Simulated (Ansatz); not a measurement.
**Ir: energy against volume**

Ir (fcc, Fm-3m, 14.051 Å³/atom and stress up to 0.01 GPa in the relaxed cell, cube axes along x, y and z) under hydrostatic pressure, with the cell free. PBEsol in Ansatz, a plane-wave DFT program (PAW, default set), 420 eV, 21×21×21 Γ-centred mesh, Fermi-Dirac smearing 0.05 eV.

Here V stands for volume and E for E less E0.

```
volume (Å³/atom)  E less E0 (meV/atom)  pressure (GPa)
----------------  --------------------  --------------
14.1251                           0.50           -2.01
14.0878                           0.13           -1.01
14.0508                           0.00            0.00
14.0185                           0.07            0.89
13.9760                           0.45            2.09
13.8925                           2.13            4.51
13.7442                           8.30            9.01
13.5607                          21.92           15.00
13.1557                              ?               ?
```

Question: Fit E against V with the third-order Birch-Murnaghan form, a cubic in V^(-2/3), and predict the withheld value at V = 13.1557.

Answer: With u = V^(-2/3) - 0.1727, the rows have u = -0.0015649, -0.0012630, -0.0009622, -0.0006985, -0.0003500, 0.0003400, 0.0015825, 0.0031512. Least squares gives E = 1.146 + 2447.1·u + 1304947·u² + 3324294·u³. Residuals (row less fit): 0.001, 0.000, 0.003, -0.002, 0.001, 0.001, 0.000, 0.000; standard error 0.002 (degrees of freedom: 4). Its minimum lies at u = -0.0009410, so V0 = (0.1717590)^(-3/2) = 14.05. There d²E/du² = 2591000 and d³E/du³ = 1.995e7, so B0 = (4/9) × 14.05^(-7/3) × 2591000 × 0.160218 = 387 GPa (the last factor turns the table's units into GPa), and B0' = 4 + (2/3) × 0.1717590 × (1.995e7)/2591000 = 4.9. B0' rests on the cubic coefficient alone and has a standard error of 0.1 from these residuals. At the withheld row, u = 0.0067420, so E = 1.146 + 2447.1 × 0.0067420 + 1304947 × 0.0067420² + 3324294 × 0.0067420³ = 77.979 meV/atom. The calculation gives 78.08 meV/atom, 0.101 meV/atom above the prediction (0.1 % of the range of E in the table). The row lies outside the fitted rows, so this is an extrapolation. The scatter of the fitted rows lies at the last printed digit.

In a metal these values are sensitive to mesh and smearing; energies are taken to zero smearing, stresses follow the free energy. The runs aren't spin-polarised. Spin-orbit coupling is left out, which can shift these values for the heavy elements here. Other structures, which can take over under pressure, weren't tried. The same form fitted to the pressure column gives B0' = 5.0; series where the two differ by over 0.4 aren't shown. Rows are the converged runs of the series near zero and its far end, less any whose ions stayed unrelaxed beside relaxed ones; series whose fitted rows scatter by over a few per cent of the range, as at a crossing or softening among them, aren't shown in this form.
